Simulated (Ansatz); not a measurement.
The starting structures come from a database of crystals and need not be the phases stable at ambient conditions.

Where the default PAW files enter, the runs use the earlier of Ansatz's two default sets.

Evanescent states of HgO (P3_121, not sure to be the ambient phase, 6 atoms a cell, 17.1 Å³ an atom, -3 GPa at this level) along the normal of (110)

These are PBEsol (plane waves, PAW; Ansatz, a program for electronic structure) values and carry that method's errors.

The gap is the functional's own. No spin-orbit coupling. Mid-gap values are those at the computed energy nearest the middle.

Energies count from the valence-band top; κ is the least over a 6×4 mesh across the current.

```
E (eV)  κ (1/Å)  where
------  -------  -----
0.04      0.136  off Γ
0.12      0.192  off Γ
0.20      0.229  off Γ
0.28      0.257  off Γ
0.36      0.279  off Γ
0.44      0.298  off Γ
0.52      0.312      Γ
0.60      0.319  off Γ
0.68      0.316  off Γ
0.76      0.312  off Γ
0.84      0.306  off Γ
0.92      0.295      Γ
1.00      0.278      Γ
1.08      0.257      Γ
1.16      0.231      Γ
1.24      0.197      Γ
1.32      0.142      Γ
```

Question: How thick must the barrier be to attenuate the transmission by 10^8 when the electrodes' Fermi level lies at 0.76 eV, and what attenuation does that film give at 0.60 eV?

Answer: d = 8 ln 10 / (2 × 0.312) = 29.5 Å. At 0.60 eV it gives 8 × 0.319/0.312 = 8.2 decades.
